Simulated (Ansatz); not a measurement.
Given:

End structure of OH on the 1x1 (111) surface of fcc Ag, one in a 2x2 cell, started at the site 'bridge Ag-Ag (span 2.9 Å)':

```yaml
crystal:
  lattice:
    - [5.86677, 0.00000, 0.00000]
    - [-2.93338, 5.08077, 0.00000]
    - [0.00000, 0.00000, 26.50000]
  atoms:
    - { symbol: Ag, position: [0.16667, 0.33333, 0.36572] }
    - { symbol: Ag, position: [0.16667, 0.83333, 0.36572] }
    - { symbol: Ag, position: [0.66667, 0.33333, 0.36572] }
    - { symbol: Ag, position: [0.66667, 0.83333, 0.36572] }
    - { symbol: Ag, position: [0.33333, 0.16667, 0.45551] }
    - { symbol: Ag, position: [0.33333, 0.66667, 0.45551] }
    - { symbol: Ag, position: [0.83333, 0.16667, 0.45551] }
    - { symbol: Ag, position: [0.83333, 0.66667, 0.45551] }
    - { symbol: Ag, position: [0.00045, 0.00022, 0.54474] }
    - { symbol: Ag, position: [0.00230, 0.50115, 0.54498] }
    - { symbol: Ag, position: [0.49956, 0.99839, 0.54499] }
    - { symbol: Ag, position: [0.49956, 0.50117, 0.54499] }
    - { symbol: Ag, position: [0.17268, 0.34413, 0.63490] }
    - { symbol: Ag, position: [0.17268, 0.82854, 0.63490] }
    - { symbol: Ag, position: [0.66746, 0.33373, 0.63164] }
    - { symbol: Ag, position: [0.65722, 0.82861, 0.63494] }
    - { symbol: O, position: [0.00154, 0.00075, 0.69224] }
    - { symbol: H, position: [0.00312, 0.00149, 0.72889] }
```

Set-up: 18 atoms, 7.1 Å thick at the start under the adsorbate (thin: gaps and levels are the slab's own); mesh 6x6x1; 0.1 eV smearing; dipole correction on; single point; on the structure that PBE left under its start's symmetry; spin-polarised, no spin-orbit, no U, no dispersion correction. The starting moment vanished. The program's check for a lower electronic state was not made. At the end it is bonded to 3 Ag. In PBE this state lies 0.03 eV over the lowest of the starts that converged ('top Ag').

A negative adsorption energy means that the adsorbate is more stable on the surface than in its reference.

Predict the change of the step from the bottom to the top vacuum level, against the clean slab from r2SCAN, at the PBE geometry and the start's symmetry (Ansatz, a program for electronic structure).

-0.49 eV

What work function of the top face does r2SCAN, at the PBE geometry and the start's symmetry give?

3.93 eV

What change of the work function does r2SCAN, at the PBE geometry and the start's symmetry give?

-0.47 eV

Give the adsorption energy against H2O(g) − ½ H2(g) at the same level at the level r2SCAN, at the PBE geometry and the start's symmetry.

0.43 eV
